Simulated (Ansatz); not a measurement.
An Ansatz (a first-principles code) run: Re with a change (uniaxial strain ε_xx = −0.50 %); Kohn–Sham DFT with the PBEsol functional, run in Ansatz with PAW and 420 eV plane waves, no spin-orbit coupling.

Input:

Ansatz 0.2 input:
```yaml
crystal:
  lattice:
    - [2.7381306584, 0, 0]
    - [-1.3690653292, 2.3832067428, 0]
    - [0, 0, 4.4400655075]
  atoms:
    - { symbol: Re, position: [0.6666666667, 0.3333333333, 0.75] }
    - { symbol: Re, position: [0.3333333333, 0.6666666667, 0.25] }
basis: { ecutwfc: 420, ecutrho_ratio: 4, xc_grid: 2, fft_grid_basis: typed }
kpoints: { mp_grid: { grid: [24, 24, 13] } }
hamiltonian:
  xc: pbesol
  dispersion: none
  pseudopotentials: { kind: paw }
scf: { occupations: { method: fermi_dirac, width: 0.1 }, convergence: { dr2_threshold: 0.0000000002 } }
relax: { f_tol: 0.005, max_steps: 50 }
output: { forces: true, stress: true }
checkpoint: { write: state.ck, write_every: 1000 }
```

Output (explanatory and most iteration lines left out):

```
Relaxation: its limit of steps is 50 (relax.max_steps)
Pseudopotential: Re, paw, valence charge 15
Crystal: 2 atoms, lattice volume = 28.974 Å³
Basis set: ecut = 420 eV, 573 PW (Γ), exchange–correlation on 40×40×60 points (8 copies of the dense FFT grid, shifted against one another)
Bands: 19, of which v1, the nominal top of the filled ones, is band 15 counted from 1 (14 counted from 0)
Symmetry: 8 space group operations
Space group: Cmcm (ITA 63), of the structure as read, at distance tolerance 3.1e-5 Å
k-points: 1099 of 7488
Functional: x = pbesol(κ = 0.804, μ = 0.12345679012345678), c = pbesol(β = 0.046)
SCF iter   1: F=—  HF=-21474.518493 eV  |F-HF|=—  |Δ(HF+E_count)|=         —  Δρ=8.09e-3  dr2=5.64e-3  ethr=1.77e-3  ⟨swp⟩=5.2  Hψ=93565  notcnv=0
SCF iter   2: F=—  HF=-21474.519867 eV  |F-HF|=—  |Δ(HF+E_count)|=   1.37e-3  Δρ=4.76e-3  dr2=2.09e-3  ethr=1.88e-5  ⟨swp⟩=1.4  Hψ=31402  notcnv=0
SCF 1 converged in 7 iterations: F = -21474.520335 eV  dr2 = 5.70e-11
relax step   1: F+E_penalty+E_count = -21474.52033527 eV  Δ(F+E_penalty+E_count) = +0.000e0 eV  max|allowed force component| = 1.840e-2 eV/Å  Δτ_max = 0.0000 Å  (7 SCF iters, accepted)
Crystal: 2 atoms, lattice volume = 28.974 Å³
SCF iter   1: F=—  HF=-21474.520405 eV  |F-HF|=—  |Δ(HF+E_count)|=         —  Δρ=5.02e-4  dr2=3.23e-5  ethr=1.07e-7  ⟨swp⟩=2.1  Hψ=75116  notcnv=0
SCF iter   2: F=—  HF=-21474.520354 eV  |F-HF|=—  |Δ(HF+E_count)|=   5.10e-5  Δρ=2.27e-4  dr2=4.72e-6  ethr=1.07e-7  ⟨swp⟩=1.5  Hψ=26571  notcnv=0
SCF 2 converged in 6 iterations: F = -21474.520354 eV  dr2 = 2.96e-13
relax step   2: F+E_penalty+E_count = -21474.52035383 eV  Δ(F+E_penalty+E_count) = -1.857e-5 eV  max|allowed force component| = 1.259e-2 eV/Å  Δτ_max = 0.0032 Å  (6 SCF iters, accepted)
Crystal: 2 atoms, lattice volume = 28.974 Å³
SCF iter   1: F=—  HF=-21474.520413 eV  |F-HF|=—  |Δ(HF+E_count)|=         —  Δρ=2.03e-4  dr2=5.28e-6  ethr=1.76e-7  ⟨swp⟩=2.4  Hψ=47870  notcnv=0
SCF iter   2: F=—  HF=-21474.520370 eV  |F-HF|=—  |Δ(HF+E_count)|=   4.31e-5  Δρ=9.21e-5  dr2=7.76e-7  ethr=1.76e-8  ⟨swp⟩=1.0  Hψ=29673  notcnv=0
SCF 3 converged in 6 iterations: F = -21474.520370 eV  dr2 = 4.01e-14
relax step   3: F+E_penalty+E_count = -21474.52037012 eV  Δ(F+E_penalty+E_count) = -1.628e-5 eV  max|allowed force component| = 3.537e-5 eV/Å  Δτ_max = 0.0013 Å  (6 SCF iters, accepted)
SCF converged after 6 iterations
Free energy (F): -21474.520370 eV
Internal energy: -21474.467107 eV  (E = F + TS)
E sigma→0 (E₀):  -21474.493738 eV
Entropy (-TS):   -0.053263 eV (-26.632 meV/atom)
Fermi energy:    24.249774 eV
--- Forces (eV/Å), atoms counted from 1 ---
  atom   1  Re     0.00000000     0.00003537     0.00000000
  atom   2  Re     0.00000000    -0.00003537     0.00000000
--- Stress (GPa, compression-positive) ---
        3.280398       0.000000       0.000000
        0.000000       1.465745       0.000000
        0.000000       0.000000       1.183865
  P = ⅓ Tr σ = 1.9767 GPa (19.767 kbar)
--- Relaxed structure (3 steps of the walk, 3 accepted, 0 SCFs on fresh bases) ---
  atoms:
    - { symbol: Re, position: [0.6662686419342153, 0.3325372838684309, 0.75] }
    - { symbol: Re, position: [0.33373135806578447, 0.667462716131569, 0.25] }
```

Stability against distortions was not tested. The final runs are not spin-polarised. The cell was made from Re in the hcp (Mg type) structure (space group P6_3/mmc, No. 194) by this change: uniaxial strain ε_xx = −0.50 %.
